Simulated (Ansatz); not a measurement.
Take GaN in the zinc blende structure (space group F-43m, No. 216; a = 4.498 Å) as the base. Axes: x, y, z lie along the cube axes.

Level of theory: PBEsol in Ansatz (plane waves to 420 eV, PAW, no spin-orbit coupling).

Base values:

* **Shortest interatomic distance**: 1.948 Å

Now apply this change: uniaxial strain ε_zz = +1.00 %, all other strain components held at zero, atoms relaxed at fixed cell.

How does this affect the stress and shortest interatomic distance?

The stress (xx, yy, zz, yz, xz, xy; compression positive) amounts to (-1.42, -1.42, -2.68, 0.00, 0.00, 0.00) GPa; the shortest interatomic distance rises by 0.0065 Å to 1.954 Å.

Stability against distortions was not tested. This is not the structure that GaN has at room temperature and ambient pressure.

Ansatz is a program for electronic structure.
